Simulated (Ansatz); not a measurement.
Take SiC (space group P6_3mc, No. 186; a = 3.058 Å, c = 10.012 Å) as the base. Axes: x lies along a and z along c of the hexagonal cell.

The values are results of Ansatz (an electronic-structure program), LDA, PAW, cutoff 420 eV, scalar-relativistic without spin-orbit coupling, not measurements.

Perturbation: uniaxial strain ε_xx = +2.25 %, all other strain components held at zero, atoms relaxed at fixed cell.

**Question.** What happens to the stress and largest internal atomic displacement?

**Answer.** The stress (xx, yy, zz, yz, xz, xy; compression positive) amounts to (-10.90, -2.54, -1.30, 0.00, 0.00, 0.00) GPa; the largest internal atomic displacement is 0.020 Å.

Whether these cells are dynamically stable was not tested.
